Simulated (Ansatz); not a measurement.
For PtIn2 (model structure, started from the C15 type, Fd-3m, No. 227, 6 atoms in the cell), LDA in Ansatz (plane waves, PAW) gives:

```
Property               Value
------------------  --------
lattice constant a   7.855 Å
bulk modulus        89.3 GPa
```

Problem. What does PBEsol (Ansatz, a first-principles code, PAW) give for the same quantities?

Solution. 
- lattice constant a: 7.944 Å (increases by 1.1 %)
- bulk modulus: 79.8 GPa (decreases by 11 %)

Changes are worked out from the printed values.

Unless a cell is named, each level is at its own relaxed cell (LDA 20.20, PBEsol 20.88 Å³/atom).

Levels without +SOC leave out spin–orbit coupling, which shifts energies and cells of such heavy elements.

Caveats: the bulk modulus is −V dP/dV from two relaxed cells at ±2 % in volume (LDA, PBEsol). Ansatz's density-functional and Hartree–Fock values are scalar-relativistic unless marked +SOC, with PAW data made under PBE.

A model structure was made by putting elements into a prototype or built by hand; it is no filed structure, need not be a known phase, and can be a saddle point held by its symmetry.
